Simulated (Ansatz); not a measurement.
**A computed series for Cu: response to strain**

The reference is Cu in the fcc (Cu type) structure (space group Fm-3m, No. 225; a = 3.518 Å; relaxed with 0.1 eV smearing). Axes: x, y, z lie along the cube axes.

Strains are applied to the cell and any free atomic positions relax.

Level of theory: LDA, PAW, 420 eV (Ansatz, a first-principles code; no spin-orbit coupling).

Candidates:
(a) uniaxial strain ε_zz = −1.00 %
(b) uniaxial strain ε_zz = −3.00 %
(c) uniaxial strain ε_zz = +2.50 %
(d) uniaxial strain ε_zz = +3.00 %
(e) uniaxial strain ε_zz = +1.50 %

Notes on the quantities. energy relative to the base: free energy F.

Question: Order them by energy relative to the base, highest first.

Answer: (b) uniaxial strain ε_zz = −3.00 % (+7.5 meV/atom), (d) uniaxial strain ε_zz = +3.00 % (+6.8 meV/atom), (c) uniaxial strain ε_zz = +2.50 % (+4.8 meV/atom), (e) uniaxial strain ε_zz = +1.50 % (+1.7 meV/atom), (a) uniaxial strain ε_zz = −1.00 % (+0.8 meV/atom)

No phonon test of stability was made. All final runs are without spin polarisation.
